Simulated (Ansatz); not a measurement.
Model glasses of amorphous HfO2, 56 to 59 atoms (Hf18O36 before any change). Each row is one cell at a composition chosen by hand, melted whole on the CHGNet potential with the anions pushed apart under 1.9 Å, quenched within some picoseconds, far faster than a real film, and relaxed with PBE, scalar-relativistic without spin-orbit coupling (plane waves to 420 eV, PAW; Ansatz, a program for electronic structure). Each is the lower in DFT energy of 2 quenches. Cycles of charging and discharging were tried on some cells ahead of these points, and a cell that came back lower was taken. The column on the box says what of it was relaxed with the atoms; held means as the quench left it. Cells that kept moments or hold spare charge are left out.

Formal charges balance in every cell, with the guest at the charge named. Neighbours are the O atoms within a cut-off of 1.2 times the sum of covalent radii (1.1 times for Ti); the radius is Shannon's ionic radius for that charge at the coordination found, taken on a straight line between listed coordinations where the table lacks it, averaged where a cell holds several guest atoms. The coordination is that of the cell taken. The cells ran without spin polarisation.

| guest | change of the cell | box | cut-off (Å) | O neighbours | ionic radius (Å) | mean guest-O distance (Å) |
|---|---|---|---|---|---|---|
| B3+ | +2 B, +3 O | shape | 1.80 | 3, 3 | 0.01 | 1.38 |
| Ge4+ | +1 Ge, +2 O | volume and shape | 2.23 | 4 | 0.39 | 1.78 |
| Ti4+ | +2 O, +1 Ti | shape | 2.49 | 5 | 0.51 | 1.91 |
| Cu1+ | +2 Cu, +1 O | shape | 2.38 | 3, 3 | 0.53 | withheld |
| Ag1+ | +2 Ag, +1 O | shape | 2.53 | 3, 2 | 0.75 | 2.35 |
| Na1+ | +2 Na, +1 O | shape | 2.78 | 5, 6 | 1.01 | 2.47 |
| Sr2+ | +1 O, +1 Sr | volume and shape | 3.13 | 9 | 1.31 | 2.70 |

Task: Fit a straight line of the last column on the one before it through the 6 full rows, and predict the withheld value for Cu1+.

Result: Means: x = 0.663, y = 2.098. Slope = Σ(Δx Δy) / Σ(Δx²) = 1.1249 / 1.0709 = 1.050; intercept = 2.098 − (1.050) × 0.663 = 1.402 Å; r.m.s. residual 0.076 Å. Prediction: 1.402 + (1.050) × 0.53 = 1.96 Å. The run gave 2.05 Å, a miss of 0.09 Å, within twice the residual.

Task: What would hard spheres give for this line?

Result: A slope of 1 and an intercept at the radius of O2−, 1.35 Å for two neighbours to 1.40 Å for six in Shannon's table; the fit has 1.050 and 1.402 Å.
